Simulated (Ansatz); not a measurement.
**Ti2GaC (P6₃/mmc, No. 194, 8 atoms in the cell; start mp-12537)**

These are r²SCAN (plane waves, PAW; Ansatz, an electronic-structure program) values and carry that method's errors.

Numerical settings: plane-wave cutoff 560 eV, 24×24×4 k mesh (along the axes of the cell as run), Fermi–Dirac smearing 0.05 eV, no spin polarisation, scalar-relativistic PAW data made under PBE.

Cell (relaxed at this level):

```
GaTi2C
1.0
    3.06814     0.00000     0.00000
   -1.53407     2.65709     0.00000
    0.00000     0.00000    13.35394
Ti Ga C
4 2 2
Cartesian
  0.00000   1.77139   1.14219
  1.53407   0.88570  12.21175
  1.53407   0.88570   7.81916
  0.00000   1.77139   5.53478
  0.00000   1.77139  10.01545
  1.53407   0.88570   3.33848
  0.00000   0.00000   6.67697
  0.00000   0.00000   0.00000
```

| Property | Result |
|---|---|
| bulk modulus B0 | 151 GPa |

Note: the run has no spin polarisation, so it can have missed a magnetic state; the bulk modulus is −V dP/dV from two relaxed cells at ±2 % in volume; the relaxation could not lower the start's symmetry, so the cell can be a saddle point above a distorted one.

Computed values are for the static lattice.

A start named mp-… is a Materials Project structure, which need not be a measured phase.
